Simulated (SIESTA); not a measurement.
SIESTA run on SrIr2 (Fd-3m, 6 atoms in the cell): self-consistent single point.

Computed with GGA PBEsol, numerical atomic orbitals DZP, PseudoDojo PBEsol standard norm-conserving potentials (rewritten from UPF to PSML) run with SIESTA.

```yaml
crystal:
  lattice:
    - [0.00000, 3.82390, 3.82390]
    - [3.82390, 0.00000, 3.82390]
    - [3.82390, 3.82390, 0.00000]
  atoms:
    - { symbol: Sr, position: [0.25000, 0.25000, 0.25000] }
    - { symbol: Sr, position: [0.00000, 0.00000, 0.00000] }
    - { symbol: Ir, position: [0.62500, 0.12500, 0.62500] }
    - { symbol: Ir, position: [0.62500, 0.62500, 0.62500] }
    - { symbol: Ir, position: [0.12500, 0.62500, 0.62500] }
    - { symbol: Ir, position: [0.62500, 0.62500, 0.12500] }
```

Reference input (self-consistent single point, DFT, LDA PW92, numerical atomic orbitals DZP, PseudoDojo LDA standard norm-conserving potentials (rewritten from UPF to PSML)): XC.functional = LDA; XC.authors = PW92; potentials = PseudoDojo LDA standard; PAO.BasisSize = DZP; PAO.EnergyShift = 0.01 Ry; MeshCutoff = 350 Ry; kgrid.MonkhorstPack = 9 9 9; OccupationFunction = MP; OccupationMPOrder = 0; ElectronicTemperature = 136 meV; MaxSCFIterations = 150; SCF.Mixer.Method = Broyden. This run's input differs from it in these lines:

```diff
@@ -1,2 +1,2 @@
-# files in the folder: Sr.psml Ir.psml (PseudoDojo LDA standard)
+# files in the folder: Sr.psml Ir.psml (PseudoDojo PBEsol standard)
 SystemName  SrIr2
@@ -26,4 +26,4 @@
 
-XC.functional                LDA
-XC.authors                   PW92
+XC.functional                GGA
+XC.authors                   PBEsol
 PAO.BasisSize                DZP
```

Output (repeated stretches shortened):

```
        iscf     Eharris(eV)        E_KS(eV)     FreeEng(eV)     dDmax    Ef(eV) dHmax(eV)
   scf:    1   -14289.031213   -14333.080315   -14333.126383  3.732837 -1.516050 15.134285
   scf:    2   -14355.042854   -14344.906443   -14344.960024  0.668066 -2.280895 10.328055
   scf:    3   -14358.105722   -14354.234884   -14354.296397  0.998702 -3.866158  1.664726
   scf:    4   -14354.010821   -14354.271487   -14354.339944  0.247961 -4.193348  1.339003
   scf:    5   -14354.601212   -14354.494002   -14354.561210  0.111109 -3.914269  0.089707
   [... 4 lines left out ...]
   scf:   10   -14354.496116   -14354.496083   -14354.563568  0.001144 -3.887548  0.005190
   scf:   11   -14354.496109   -14354.496097   -14354.563570  0.000407 -3.888877  0.000422
   scf:   12   -14354.496106   -14354.496101   -14354.563571  0.000041 -3.888962  0.000367
   scf:   13   -14354.496103   -14354.496102   -14354.563571  0.000007 -3.889011  0.000420
SCF Convergence by DM+H criterion
max |DM_out - DM_in|         :     0.0000071427
max |H_out - H_in|      (eV) :     0.0004195099
SCF cycle converged after 13 iterations

Using DM_out to compute the final energy and forces

siesta: E_KS(eV) =           -14354.4961

siesta: E_KS - E_eggbox =    -14354.4961

siesta: Atomic forces (eV/Ang):
     1   -0.000001   -0.000001   -0.000001
     2    0.000001    0.000001    0.000001
     3   -0.001562    0.001561   -0.001562
     4    0.001561    0.001561    0.001561
     5    0.001561   -0.001562   -0.001562
     6   -0.001562   -0.001562    0.001561
   Tot   -0.000001   -0.000001   -0.000001
   Max    0.001562
   Res    0.001275    sqrt( Sum f_i^2 / 3N )
   Max    0.001562    constrained

   [... lines left out ...]
siesta: FreeEng =    -14354.563571
siesta: Cell volume =        111.827747 Ang**3
siesta:          22.31327055         22.22778729  kBar
   [... lines left out ...]
              0.215   1.599   1.599   1.676   1.599   1.676  -0.086  -0.086

             -0.171  -0.086  -0.171

mulliken: Qtot =       88.000

Mulliken Atomic Populations:
Atom #   charge [q] valence [e]  Species
     1     0.764441    9.235559  Sr
     2     0.763822    9.236178  Sr
     3    -0.382061   17.382061  Ir
     4    -0.382081   17.382081  Ir
     5    -0.382061   17.382061  Ir
     6    -0.382061   17.382061  Ir
 Total    -0.000000
```

The run converged in 13 iterations. Against the reference run the pressure goes from -2.86 to 2.23 GPa and the largest force moves little (0.004 to 0.003 eV/Å).

The starting cell comes from a database of computed structures (which also holds hypothetical and non-ambient phases and stackings), without a prior relaxation at this level. Its lattice was rescaled by a random factor within 2.5 % of one. Spin polarisation is off. Values carry the incompleteness of an atom-centred basis.

Cost on one core of a shared machine: roughly 3 min.
